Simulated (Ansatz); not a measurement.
Base system: CdSe in the zinc blende structure (space group F-43m, No. 216).

```xyz
2
Lattice="0.0000 3.0037 3.0037 3.0037 0.0000 3.0037 3.0037 3.0037 0.0000" Properties=species:S:1:pos:R:3 pbc="T T T"
Cd     0.0000     0.0000     0.0000
Se     1.5019     1.5019     1.5019
```

Cartesian axes are those of the cell as printed.

Method: LDA in Ansatz (plane waves to 420 eV, PAW, spin-orbit coupling left out).

Before the change:

The gap character comes out as direct at Γ.

It is then changed as follows: the cell is compressed by 1.00 % along z with no lateral relaxation, atoms relaxed at fixed cell.

Problem. What does the calculation give for the energy relative to the base and gap character after the change?

Solution. The energy grows by 0.6 meV/atom; the gap character stays direct at Γ.

The cells carry an imposed strain or load. Stability against distortions was not tested. Labels are those of the standard path for the cell's own space group.

Ansatz is a quantum-chemistry and plane-wave program.
